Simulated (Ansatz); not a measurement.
Cost and result by functional for the adsorption energy of Br on the 1x1 (111) surface of fcc Ag, one in a 2x2 cell, started at the site 'hollow Ag-Ag-Ag over Ag at depth 2.4 Å', in Ansatz (plane waves, PAW). Single points on the PBE structure, on one kind of machine; costs are rough ratios of the slab run's core time (references not counted) to the cheapest single point. r2SCAN's cost holds its higher cutoff (500 against 420 eV). Differences are taken against r2SCAN for comparison alone: no measured value is at hand, so the table doesn't rank accuracy.

Slab: 17 atoms, 7.1 Å thick at the start under the adsorbate (thin: gaps and levels are the slab's own); k 6x6x1, smearing 0.1 eV, dipole-corrected; 8 atoms held, the rest relaxed; start symmetry kept, larger cells not searched; no spin, no spin-orbit, no U, no dispersion correction. At the end it is bonded to 3 Ag. In PBE it is, or lies within 0.03 eV of, the lowest of the starts that converged. These notes are the PBE run's. Adsorption energies are against ½ Br2(g). A negative adsorption energy means that the adsorbate is more stable on the surface than in its reference.

| functional | relative cost | adsorption energy (eV) | less r2SCAN (eV) |
|---|---|---|---|
| RPBE | 1 | -1.20 | 0.57 |
| r2SCAN | 2 | -1.78 | 0.00 |
| PBE (the relaxed run's value) | – | -1.41 | 0.36 |

The values span 0.57 eV, while the single points' costs differ by a factor of roughly 2. Differences are of unrounded values.

Ansatz is a first-principles code.
